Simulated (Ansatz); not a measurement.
SiC: energy against strain

SiC (zinc blende, F-43m, 10.141 Å³/atom at rest, cube axes along x, y and z) under a strain ε along a cube axis (axis z), the other axes held. LDA in Ansatz, a plane-wave DFT program (PAW, default set), 420 eV, 13×13×13 Γ-centred mesh, Fermi-Dirac smearing 0.05 eV; ions are relaxed within the symmetry of each cell.

Here s stands for strain and y for E less E0.

| strain (%) | E less E0 (meV/atom) |
|---|---|
| -1.50 | 2.89 |
| -1.00 | 1.29 |
| -0.50 | 0.32 |
| 0.00 | 0.00 |
| 0.50 | 0.32 |
| 1.00 | 1.28 |
| 1.50 | 2.86 |
| 3.00 | ? |

Question: Using a parabola, estimate the missing y at s = 3.00 from the other rows, showing the fit.

Answer: Least squares gives y = 0.002 - 0.0079·s + 1.2776·s². Residuals (row less fit): 0.002, 0.002, -0.005, -0.002, 0.003, 0.008, -0.005; standard error 0.006 (degrees of freedom: 4). Twice the quadratic coefficient over the volume, 2 × 1.2776 meV × 10⁴ × 0.1602 / 10.141 Å³, is the elastic constant C11 = 404 ± 0.8 GPa. At the withheld row, y = 0.002 - 0.0079 × 3.0 + 1.2776 × 3.0² = 11.477 meV/atom. The calculation gives 11.36 meV/atom, 0.117 meV/atom below the prediction (1.0 % of the range of y in the table). The row lies outside the fitted rows, so this is an extrapolation. The fitted rows scatter only by rounding.

One order more, fitted to all 13 runs of the series, follows each within 0.01, so the miss is the next term of a smooth law. Rows are the converged runs of the series near zero and its far end; series whose fitted rows scatter by over a few per cent of the range, as at a crossing or softening among them, aren't shown in this form. Most that stay on the fit to the last digits aren't either.
